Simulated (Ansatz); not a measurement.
Amorphous Si₂₄O₅₀Hf, 75 atoms at 2.44 g/cm³, one PBE-relaxed geometry, zone centre. Methods: PBE, scalar-relativistic without spin-orbit coupling (Ansatz, a program for electronic structure); r2SCAN, scalar-relativistic without spin-orbit coupling (Ansatz); HSE06, scalar-relativistic without spin-orbit coupling (Ansatz). Plane waves to 420 eV (r2SCAN 500 eV); exact exchange is cut at the cell's faces. At PBE the levels at the filled edge of the gap are localised (band-tail or defect states), and the nearest spread-out levels lie 5.0 eV apart at the zone centre. All rungs ran without spin polarisation.

The cell was made by melting and quenching with the CHGNet potential and then relaxed with DFT. O atoms were pushed apart under 1.9 Å during the dynamics, to hinder bonds among them. The hot cell started wider than the set density and was brought back towards it in steps. It is the lowest in DFT energy of 2 quenches. It is a model cell: composition and starting density were chosen by hand, and all elements were melted together. No dispersion term was used. Its density started from a set value of 2.44 and ended at 2.44 g/cm³. The simulated quench (nominally 320 K/ps over its main leg) is rapid and tends to freeze in more defects than a deposited or slowly cooled glass has. Values belong to this one cell and scatter from quench to quench. The volume was held where the preparation left it and the shape relaxed, at a PBE pressure of -2.2 GPa (tension). Stress components on the final sampling reach 2.2 GPa.

The relaxation ran on the zone centre alone. At PBE the level gap is 4.69 eV on a 2×2×2 Γ-centred mesh, and the spacing at the zone centre alone 4.70 eV.

### Question
What zone-centre spacing does r2SCAN give, roughly?

### Answer
5.39 eV (+0.69 eV against PBE).

### Question
What zone-centre spacing does HSE06 give, roughly?

### Answer
6.51 eV (+1.81 eV against PBE).

The highest filled and the lowest empty state spread over these numbers of atoms (participation numbers): PBE: 7.3 and 60.3; r2SCAN: 10.4 and 59.1; HSE06: 7.6 and 60.3.
